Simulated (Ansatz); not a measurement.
Sn₂TiO₄ (P4₂/mbc, No. 135; cell taken from a computed entry), treated with r²SCAN (Ansatz, an electronic-structure program, PAW).

Run with plane-wave cutoff 560 eV, 4×4×6 k mesh (along the axes of the cell as run), Fermi–Dirac smearing 0.01 eV, no spin polarisation, scalar-relativistic PAW data made under PBE.

Cell (relaxed with PBEsol):

```
CELL_PARAMETERS angstrom
      8.47622     0.00000     0.00000
      0.00000     8.47622     0.00000
      0.00000     0.00000     5.90989
ATOMIC_POSITIONS crystal
  Ti 0.00000 0.50000 0.25000
  Ti 0.00000 0.50000 0.75000
  Ti 0.50000 0.00000 0.75000
  Ti 0.50000 0.00000 0.25000
  Sn 0.35368 0.33881 0.50000
  Sn 0.64632 0.66119 0.50000
  Sn 0.66119 0.35368 0.00000
  Sn 0.33881 0.64632 0.00000
  Sn 0.85368 0.16119 0.50000
  Sn 0.14632 0.83881 0.50000
  Sn 0.16119 0.14632 0.00000
  Sn 0.83881 0.85368 0.00000
  O  0.40300 0.87909 0.50000
  O  0.59700 0.12091 0.50000
  O  0.12091 0.40300 0.00000
  O  0.87909 0.59700 0.00000
  O  0.90300 0.62091 0.50000
  O  0.09700 0.37909 0.50000
  O  0.62091 0.09700 0.00000
  O  0.37909 0.90300 0.00000
  O  0.16358 0.66358 0.75000
  O  0.83642 0.33642 0.25000
  O  0.33642 0.16358 0.25000
  O  0.66358 0.83642 0.75000
  O  0.83642 0.33642 0.75000
  O  0.16358 0.66358 0.25000
  O  0.66358 0.83642 0.25000
  O  0.33642 0.16358 0.75000
```

**Question.** Give the computed band gap and smallest direct gap on the k points sampled.

**Answer.** 
- band gap = 1.25 eV
- smallest direct gap on the k points sampled = 1.31 eV

Note: cell and atoms aren't relaxed at this level (largest force component 0.15 eV/Å, pressure 0.9 GPa).

Spin–orbit coupling is not included.
